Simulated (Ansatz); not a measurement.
Band structure of FeCu4 (R-3m, 5 atoms in the cell).

```xyz
5
Lattice="1.2732 0.7351 10.4734 -1.2732 0.7351 10.4734 0.0000 -1.4702 10.4734" Properties=species:S:1:pos:R:3 pbc="T T T"
Fe     0.0000     0.0000     0.0000
Cu     0.0000     0.0000    12.5738
Cu     0.0000     0.0000    18.8463
Cu     0.0000     0.0000    25.1376
Cu     0.0000     0.0000     6.2825
```
Moments meant for the start (each program seeds them in its own way; μB, in the order of the atoms Fe Cu Cu Cu Cu): 4.0 0.0 0.0 0.0 0.0.

Method: LDA (PW92), PAW files made with PBE (plane waves; Ansatz, a first-principles code).

Settings: kpoints.mp_grid.grid = 9 9 9; hamiltonian.xc = lda; hamiltonian.pseudopotentials = {kind: paw} (the program's default PAW files); magnetization.spin_polarized = true; scf.occupations.method = cold; scf.occupations.width = 0.02 Ry; kpoints.band_path.path = [[0.0, 0.0, 0.0], [0.5, 0.0, 0.0], [0.5, 0.16995065, -0.16995065]]; kpoints.band_path.npoints = 10.

The starting cell comes from a database of computed structures (which also holds hypothetical and non-ambient phases and stackings), without a prior relaxation at this level. Its lattice was rescaled by a random factor within 2.5 % of one. With one magnetic atom in the cell only a parallel order is possible.

Levels in eV from the Fermi level, bands 43 to 50 of the first spin channel:
| point | 43 | 44 | 45 | 46 | 47 | 48 | 49 | 50 |
|---|---|---|---|---|---|---|---|---|
| Γ | -2.17 | -2.12 | -1.78 | -1.78 | -1.77 | -1.77 | -0.98 | -0.98 |
| L | -1.34 | -1.17 | -0.89 | -0.06 | 0.80 | 0.98 | 1.63 | 1.71 |
| B1 | -1.58 | -1.52 | -0.97 | 3.29 | 3.50 | 3.60 | 3.80 | 4.06 |

Bands cross the Fermi level along this path, so the cell is metallic at this level.

The net moment of the cell came out as 2.34 μB.

Keys are those of Ansatz 0.2.
